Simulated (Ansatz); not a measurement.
BeS (F-43m), Ansatz (a program for electronic structure) with PBEsol with spin-orbit coupling, rigid bands: Condition of this run: hydrostatic pressure 2 GPa (the target of the relaxation). band gap 2.83 eV, N_c = 1.98e19 cm⁻³ and N_v = 4.24e19 cm⁻³ at 300 K, conductivity masses of 0.364 mₑ (electrons) and 0.750 mₑ (holes). Take k_BT = 0.02585 eV.

Q: What thermal injection velocity √(2k_BT/πm) limits a ballistic channel?

A: 8.92e6 cm/s for electrons and 6.21e6 cm/s for holes, a ratio of √(m_h/m_e) = 1.44, for dilute carriers.

Q: Find the intrinsic carrier density and the intrinsic Fermi level.

A: n_i = √(N_c N_v) exp(−E_g/2k_BT) = 2.90e19 × exp(−54.73) = 4.9e-5 cm⁻³. The level lies (k_BT/2) ln(N_v/N_c) = 10 meV from mid-gap (positive towards the conduction band). Each 0.1 eV added to the gap lowers n_i by a factor of 6.9.

Q: A film of it is 5 nm thick. Estimate the confinement energies in an infinite well.

A: ħ²π²/(2m t²) = 0.376 eV·nm²/(m/mₑ × t²) gives 41.3 meV for electrons and 20.1 meV for holes, so the gap would widen to about 2.89 eV. Finite barriers and nonparabolic bands lower this, and with several valleys or bands the heaviest mass along the normal sets the lowest level, not this average.

Rigid, parabolic bands with the computed gap; masses take one relaxation time for all states.
